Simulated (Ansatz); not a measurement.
**Worked example: self-consistent single point of ZnS (P6_3mc, 8 atoms in the cell) in Ansatz (an electronic-structure program)**

Level of theory: PBE (plane waves, PAW; Ansatz).

The input file:

Ansatz 0.2 input:
```yaml
# ZnS
crystal:
  lattice:
    - [3.721725, 0.000000, 0.000000]
    - [-1.860863, 3.223108, 0.000000]
    - [0.000000, 0.000000, 12.167435]
  atoms:
    - { symbol: Zn, position_ang: [1.860864, 1.074368, 9.124725] }
    - { symbol: Zn, position_ang: [-0.000002, 2.148740, 3.041007] }
    - { symbol: Zn, position_ang: [0.000000, 0.000000, 6.083717] }
    - { symbol: Zn, position_ang: [0.000000, 0.000000, 0.000000] }
    - { symbol: S, position_ang: [1.860864, 1.074368, 11.409769] }
    - { symbol: S, position_ang: [-0.000002, 2.148740, 5.326051] }
    - { symbol: S, position_ang: [0.000000, 0.000000, 8.363165] }
    - { symbol: S, position_ang: [0.000000, 0.000000, 2.279447] }
kpoints:
  mp_grid: { grid: [8, 8, 3] }
hamiltonian:
  xc: pbe
  pseudopotentials: { kind: paw }
scf:
  occupations: { method: fermi_dirac, width: 0.02 eV }
output:
  forces: true
  eigenvalues: true
  stress: true
```

Output (repeated stretches shortened):

```
WARN the atoms were moved onto the symmetric positions of the space group found under crystal.symmetry.tolerance 1.0e-5 (fractional …
WARN basis.ecutwfc = 420 eV, the default
WARN ansatz: RAYON_NUM_THREADS=1 ignored (pool sized by the plan → 1); use --threads N
Pseudopotentials: kind: paw
Pseudopotential: Zn, paw, valence charge 12
Pseudopotential: S, paw, valence charge 6
Crystal: 8 atoms, lattice volume = 145.955 Å³
Basis set: ecut = 420 eV, 2837 PW (Γ), exchange–correlation on 50×50×180 points (8 copies of the dense FFT grid, shifted against one another)
Bands: 44, of which v1, the nominal top of the filled ones, is band 36 counted from 1 (35 counted from 0)
Symmetry: 12 space group operations
Space group: P63mc (ITA 186), of the structure as read, at distance tolerance 5.3e-5 Å
k-points: 20 of 192 (time reversal used)
Initial density: superposition of atomic densities (neutral atoms: chi_scale 0, normalization atom), corrected by the library's trained network
Initial wavefunctions: pseudopotential atomic-orbital guess
Eigensolver: davidson
Functional: x = pbe(κ = 0.804, μ = 0.2195149727645171), c = pbe(β = 0.06672455060314922)
SCF iter   1: F=—  HF=-16890.544678 eV  |F-HF|=—  |Δ(HF+E_count)|=         —  Δρ=5.94e-4  dr2=5.60e-4  ethr=1.77e-3  ⟨swp⟩=9.9  Hψ=4359  notcnv=0
all-band conjugate gradients solve this SCF's bands
preconditioner: auto → Resta (q_TF=auto, 2.425 Å⁻¹)
SCF iter   2: F=—  HF=-16890.543584 eV  |F-HF|=—  |Δ(HF+E_count)|=   1.09e-3  Δρ=4.79e-4  dr2=3.03e-4  ethr=7.77e-7  ⟨swp⟩=2.7  Hψ=1882  notcnv=0  defer=27
SCF iter   3: F=—  HF=-16890.543825 eV  |F-HF|=—  |Δ(HF+E_count)|=   2.41e-4  Δρ=4.39e-4  dr2=1.37e-4  ethr=4.21e-7  ⟨swp⟩=2.0  Hψ=1539  notcnv=0  defer=27
SCF iter   4: F=—  HF=-16890.543742 eV  |F-HF|=—  |Δ(HF+E_count)|=   8.26e-5  Δρ=9.96e-5  dr2=1.59e-5  ethr=1.91e-7  ⟨swp⟩=2.0  Hψ=1466  notcnv=0  defer=27
SCF iter   5: F=—  HF=-16890.543732 eV  |F-HF|=—  |Δ(HF+E_count)|=   1.04e-5  Δρ=3.38e-5  dr2=3.67e-6  ethr=2.21e-8  ⟨swp⟩=2.1  Hψ=1118  notcnv=0  defer=27
SCF iter   6: F=—  HF=-16890.543732 eV  |F-HF|=—  |Δ(HF+E_count)|=   5.85e-8  Δρ=9.66e-6  dr2=2.76e-7  ethr=5.10e-9  ⟨swp⟩=2.6  Hψ=1522  notcnv=0  defer=27
SCF iter   7: F=-16890.543732 eV  HF=-16890.543732 eV  |F-HF|=1.24e-7  |Δ(HF+E_count)|=   8.66e-8  Δρ=9.27e-6  dr2=7.23e-8  ethr=1.39e-10  ⟨swp⟩=8.8  Hψ=3633  notcnv=0
SCF 1 converged in 7 iterations: F = -16890.543732 eV  dr2 = 7.23e-8
SCF converged after 7 iterations
Free energy (F): -16890.543732 eV
Harris-Foulkes:  -16890.543732 eV  (|F-HF|=1.24e-7)
Internal energy: -16890.543732 eV  (E = F + TS)
E sigma→0 (E₀):  -16890.543732 eV
Fermi energy:    8.114816 eV
--- Per-component energies (eV) ---
  E_band       = 76.076590
  E_kinetic    = 962.310328
  E_local      = -7963.714794  (includes V_loc(G=0)·N_el)
  E_nonlocal   = 2568.247582
  E_hartree    = 3338.075611
  E_xc         = -942.564386
  E_vxc        = -564.844708  (∫ρ·V_xc dr)
  E_paw        = -9710.207138  (= ΣΔE_a)
  E_vpaw       = -1602.077689  (= ΣTr[D̂ρ^β])
  E_aug_tail   = -0.001487  (compensation charges beyond the density's cutoff)
  E_ewald      = -5142.689447
  E_smearing   = -0.000000  (= −TS)
  E_closure    = -0.000000  (closes the sum)
  Σ components = -16890.543732   (vs F -16890.543732, Δ=0.00e0)
--- Forces (eV/Å), atoms counted from 1 ---
  atom   1  Zn     0.00000000    -0.00000000     0.01773413
  atom   2  Zn    -0.00000000     0.00000000     0.01773413
  atom   3  Zn     0.00000000    -0.00000000     0.01972491
  atom   4  Zn    -0.00000000     0.00000000     0.01972491
  atom   5  S      0.00000000    -0.00000000    -0.02161567
  atom   6  S      0.00000000     0.00000000    -0.02161567
  atom   7  S     -0.00000000     0.00000000    -0.01583991
  atom   8  S      0.00000000    -0.00000000    -0.01583991
  max |Σ_I F_I| component: 6.93e-6 eV/Å
--- Stress (GPa, compression-positive) ---
        8.661504      -0.000000       0.000000
       -0.000000       8.661504      -0.000000
        0.000000      -0.000000       8.788501
  P = ⅓ Tr σ = 8.7038 GPa (87.038 kbar)
  The stress holds the Pulay correction. Without it, at fixed plane waves, as pw.x and ABINIT print it: P = 8.6221 GPa
--- Band table (eV; the first three rows and the last of 20) ---
  k-point 0: bands = ["-6.8770", "-6.3946", "-6.3836", "-5.7933", "0.1777", "0.1804", "0.1850", "0.1850", "0.2018", "0.2304", "0.2304", "0.2572", "0.2572", "0.2995", "0.2995", "0.7505", "0.7505", "0.7604", "0.7604", "0.7960", "0.7960", "0.8166", [...]
  k-point 1: bands = ["-6.8163", "-6.6437", "-6.1082", "-5.8816", "0.1666", "0.1744", "0.1927", "0.1927", "0.2128", "0.2128", "0.2739", "0.2739", "0.2924", "0.2924", "0.2927", "0.5388", "0.7530", "0.7530", "0.7579", "0.7579", "0.8012", "0.8012", [...]
  k-point 2: bands = ["-6.7579", "-6.2952", "-6.2841", "-5.7265", "0.1559", "0.1664", "0.1870", "0.2054", "0.2094", "0.2604", "0.2688", "0.2841", "0.2875", "0.3098", "0.3359", "0.7128", "0.7308", "0.7399", "0.7670", "0.7708", "0.7942", "0.7976", [...]
  k-point 19: bands = ["-5.6108", "-5.5770", "-5.4946", "-5.4680", "0.2337", "0.2476", "0.3355", "0.3675", "0.3858", "0.4079", "0.4690", "0.5031", "0.5991", "0.6148", "0.6580", "0.6864", "0.7459", "0.7534", "0.7807", "0.8021", "0.9992", "1.0312", [...]
```

The run converged in 7 iterations.

The starting cell comes from a database of computed structures (which also holds hypothetical and non-ambient phases and stackings), without a prior relaxation at this level. Its lattice was rescaled by a random factor within 2.5 % of one. With a pressure of about 9 GPa the cell is away from its equilibrium volume at this level. Ansatz's pressure includes its estimate of the finite-basis (Pulay) stress.
